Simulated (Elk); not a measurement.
Worked example: self-consistent single point of KNaCl2 (R-3m, 4 atoms in the cell) in Elk.

Level of theory: LDA (PW92), all-electron FP-LAPW, Elk's shipped species files, APW+lo basis with extra local orbitals (Elk).

The change in words: lattice scaled by 0.98. Reference geometry:
```
KNaCl2
1.0
    2.08632     1.20454     6.94949
   -2.08632     1.20454     6.94949
    0.00000    -2.40908     6.94949
K Na Cl
1 1 2
Direct
  0.50000   0.50000   0.50000
  0.00000   0.00000   0.00000
  0.74047   0.74047   0.74047
  0.25953   0.25953   0.25953
```

Reference input (self-consistent single point, DFT, LDA (PW92), all-electron FP-LAPW, Elk's shipped species files, APW+lo basis with extra local orbitals): rgkmax = 8; stype = 0; swidth = 0.0001 Ha; ngridk = 8 8 8; tforce = true; gmaxvr = 18 1/bohr; lmaxapw = 10; lmaxo = 8; nxlo = 2; lorbcnd = true; lradstp = 2; nrmtscf = 2. This run's input differs from it in these lines:

```diff
@@ -43,5 +43,5 @@
 avec
-    3.9425732769    2.2762452368   13.1326328935
-   -3.9425732769    2.2762452368   13.1326328935
-    0.0000000000   -4.5524919914   13.1326326305
+    3.8637223203    2.2307201099   12.8699799471
+   -3.8637223203    2.2307201099   12.8699799471
+    0.0000000000   -4.4614432552   12.8699794210
```

Output, abridged:

```
│ Self-consistent loop started │
│ Loop number : 1 │
 total energy                :     -1691.49629243
│ Loop number : 2 │
 total energy                :     -1691.38331375
RMS change in Kohn-Sham potential (target) :   0.8881646104E-01 (  0.1000000000E-05)
Absolute change in total energy (target)   :   0.1129786848     (  0.1000000000E-03)
│ Loop number : 3 │
 total energy                :     -1690.24884325
RMS change in Kohn-Sham potential (target) :   0.7554267087E-01 (  0.1000000000E-05)
Absolute change in total energy (target)   :    1.162715167     (  0.1000000000E-03)
│ Loop number : 4 │
   [... lines left out ...]
Absolute change in total energy (target)   :   0.1126176276E-02 (  0.1000000000E-03)
│ Loop number : 13 │
 total energy                :     -1682.99608792
RMS change in Kohn-Sham potential (target) :   0.2103663307E-06 (  0.1000000000E-05)
Absolute change in total energy (target)   :   0.2996227188E-03 (  0.1000000000E-03)
│ Loop number : 14 │
 total energy                :     -1682.99608557
RMS change in Kohn-Sham potential (target) :   0.4801320559E-07 (  0.1000000000E-05)
Absolute change in total energy (target)   :   0.7726216495E-04 (  0.1000000000E-03)
Convergence targets achieved

│ Loop number : 15 │

Energies :
 Fermi                       :    -0.914085210757E-02
 total energy                :     -1682.99608881

Density of states at Fermi energy :   0.7947818639E-05
 (states/Hartree/unit cell)

Estimated indirect band gap :   0.1802554582
 from k-point      1 to k-point      1
Estimated direct band gap   :   0.1802554582
 at k-point      1

Charges :
 core                        :    32.00000000
 valence                     :    32.00000000
 interstitial                :    5.022572905
 muffin-tins (core leakage)
  species :    1 (K)
   atom    1                 :    17.60544681     (  0.1175706323E-06)
  species :    2 (Na)
   atom    1                 :    10.04243136     (   0.000000000    )
  species :    3 (Cl)
   [... lines left out ...]
   total force               :     0.00000000   -0.00000000    0.00080464
   total magnitude           :     0.00080464
  atom :    2
   Hellmann-Feynman          :     0.00000000   -0.00000000    0.01475018
   IBS                       :    -0.00000000    0.00000000   -0.01555482
   total force               :    -0.00000000    0.00000000   -0.00080464
   total magnitude           :     0.00080464
```

The run converged in 15 iterations. The count includes the last loop, which Elk runs after its targets are met. Against the reference run the total energy falls by 12.7 meV/atom, the largest force goes from 0.068 to 0.041 eV/Å and the gap on the mesh goes from 4.690 to 4.905 eV.

The starting cell comes from a database of computed structures (which also holds hypothetical and non-ambient phases and stackings), without a prior relaxation at this level. For this run, on top of that: lattice scaled by 0.98. Values depend on the basis (sphere radii, cutoffs, local orbitals), which need not be converged.

Cost on one core of a shared machine: roughly 8 min.
